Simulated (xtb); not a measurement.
xtb 6.7.1, GFN2-xTB: Ga(OH)(OMe)(NH2) (C[O][Ga]([NH2])[OH]), 11 atoms. The geometry is a generated start, not checked to be a minimum at this level.

```yaml
run_flags: --grad
method: GFN2-xTB
"--acc": 1 (default)
"--etemp (K)": 300 (default)
basis_functions: 32
valence_electrons: 30
```

```xyz
11

Ga     0.4742     0.0850     0.8000
O      1.6498    -0.5075     1.9253
H      2.0053     0.0617     2.6078
O      0.3652    -0.9792    -0.5868
C     -0.4078    -1.0219    -1.7698
H     -0.3764    -0.0745    -2.3150
H      0.0236    -1.8047    -2.4021
H     -1.4511    -1.2770    -1.5617
N     -0.3925     1.7157     1.0147
H     -0.7588     1.8981     1.9415
H     -1.1315     1.9043     0.3461
```

One run each on 1 thread. Values of broydamp tried: 0.02, 0.05, 0.1, 0.2, 0.4 (default), 0.6, 0.8, 1.

### Question
Which value of broydamp needs the fewest SCC iterations, and what happens away from it?

### Answer
Fewest SCC iterations, within one of each other: 0.2 with 13, 0.4 (default) with 12, 0.6 with 12, 0.8 with 12, 1 with 13. The count rises to 19 at 0.02. All converge to one solution.

| broydamp | SCC iterations | end |
|---|---|---|
| 0.02 | 19 | same solution |
| 0.05 | 17 | same solution |
| 0.1 | 16 | same solution |
| 0.2 | 13 | same solution |
| 0.4 (default) | 12 | same solution |
| 0.6 | 12 | same solution |
| 0.8 | 12 | same solution |
| 1 | 13 | same solution |
